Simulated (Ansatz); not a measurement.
# CdSe: pressure series

Consider CdSe in the wurtzite structure (space group P6_3mc, No. 186; a = 4.383 Å, c = 7.154 Å).

Cell and atoms are relaxed at each pressure.

The values are results of plane-wave PAW DFT at the PBE level (Ansatz, an electronic-structure program, 420 eV), no spin-orbit coupling, not measurements.

```json
[
 {"change": "base", "shortest interatomic distance": "2.682 Å", "band gap": "0.54 eV", "c/a ratio": "1.632", "width of the top valence band": "1.56 eV"},
 {"change": "pressure −2 GPa", "shortest interatomic distance": "2.728 Å", "band gap": "0.43 eV", "c/a ratio": "1.632", "width of the top valence band": "1.42 eV"},
 {"change": "pressure −1 GPa", "shortest interatomic distance": "2.704 Å", "band gap": "0.49 eV", "c/a ratio": "1.632", "width of the top valence band": "1.49 eV"},
 {"change": "pressure 0.3 GPa", "shortest interatomic distance": "2.676 Å", "band gap": "0.56 eV", "c/a ratio": "1.633", "width of the top valence band": "1.58 eV"},
 {"change": "pressure 0.7 GPa", "shortest interatomic distance": "2.669 Å", "band gap": "0.58 eV", "c/a ratio": "1.633", "width of the top valence band": "1.60 eV"},
 {"change": "pressure 1.5 GPa", "shortest interatomic distance": "[?]", "band gap": "[?]", "c/a ratio": "1.633", "width of the top valence band": "[?]"},
 {"change": "pressure 3 GPa", "shortest interatomic distance": "2.630 Å", "band gap": "0.67 eV", "c/a ratio": "1.634", "width of the top valence band": "1.73 eV"},
 {"change": "pressure 5 GPa", "shortest interatomic distance": "2.603 Å", "band gap": "0.74 eV", "c/a ratio": "1.636", "width of the top valence band": "1.83 eV"},
 {"change": "pressure 7.5 GPa", "shortest interatomic distance": "2.573 Å", "band gap": "0.81 eV", "c/a ratio": "1.638", "width of the top valence band": "1.95 eV"},
 {"change": "pressure 10 GPa", "shortest interatomic distance": "2.547 Å", "band gap": "0.87 eV", "c/a ratio": "1.641", "width of the top valence band": "2.05 eV"}
]
```

What belongs in the blanks?


- pressure 1.5 GPa, shortest interatomic distance: 2.655 Å
- pressure 1.5 GPa, band gap: 0.61 eV
- pressure 1.5 GPa, width of the top valence band: 1.65 eV

Load acts through the strain it causes; cell and atoms are relaxed under it. Whether these cells are dynamically stable was not tested. Measured, CdSe leaves this structure (for rock salt) near 2.72 GPa (temperature not stated; as listed in Datta, Sujoy, Jana, Debnarayan, arXiv (2020)), on rising pressure, with hysteresis.
